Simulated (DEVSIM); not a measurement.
Structure: Si n-i-p diode, at 250 K.

| layer (left to right) | material | thickness (μm) | Nd (cm⁻³) | Na (cm⁻³) | τn (s) | τp (s) |
|---|---|---|---|---|---|---|
| 1 | Si | 0.400 | 3.1e18 | - | 4.5e-7 | 4.5e-7 |
| 2 | Si | 0.900 | - | 4.3e13 | 4.5e-7 | 4.5e-7 |
| 3 | Si | 1.70 | - | 1.9e18 | 4.5e-7 | 4.5e-7 |

Left contact: ohmic. Right contact: ohmic. Voltage is applied to the left contact. Recombination: SRH at mid-gap, radiative. Mobility is μmin + (μ − μmin)/(1 + (N/Nref)^α).

The device is made up for the run: typed textbook-type constants, with dimensions and the other settings drawn at random. Values at 300 K; Nc and Nv go as T^1.5, mobilities as T to minus their exponent, the gap by Varshni's rule with the affinity fixed. The table also holds parameters that only a changed run uses.

```csv
parameter,Si
gap (eV),1.124
affinity (eV),4.05
permittivity,11.7
Nc (cm⁻³),2.86e19
Nv (cm⁻³),3.1e19
μn (cm²/Vs),1417
μp (cm²/Vs),470
"μn,min",52
"μp,min",45
"Nref,n",9.7e16
"Nref,p",2.2e17
αn,0.68
αp,0.72
T exponent of μn,2.3
T exponent of μp,2.2
B (cm³/s),4.7e-15
Cn (cm⁶/s),2.8e-31
Cp (cm⁶/s),9.9e-32
Varshni α (eV/K),0.000473
Varshni β (K),636
```

Model (solved in DEVSIM): 1D drift-diffusion, Boltzmann statistics, complete ionisation; no tunnelling, impact ionisation, image-force lowering or self-heating.

Base results: dark forward voltage at 100 A/cm² (V) 0.911; dark forward voltage at 1 A/cm² (V) 0.807.

Task: What follows from this one change: thickness of layer 3 1.7 → 1 μm?

Result: dark forward voltage at 100 A/cm² 0.911 → 0.905 V; dark forward voltage at 1 A/cm² 0.807 → 0.802 V.

Task: What follows from this one change: constant mobility in place of the doping-dependent one?

Result: dark forward voltage at 100 A/cm² 0.911 → 0.872 V; dark forward voltage at 1 A/cm² 0.807 → 0.770 V.
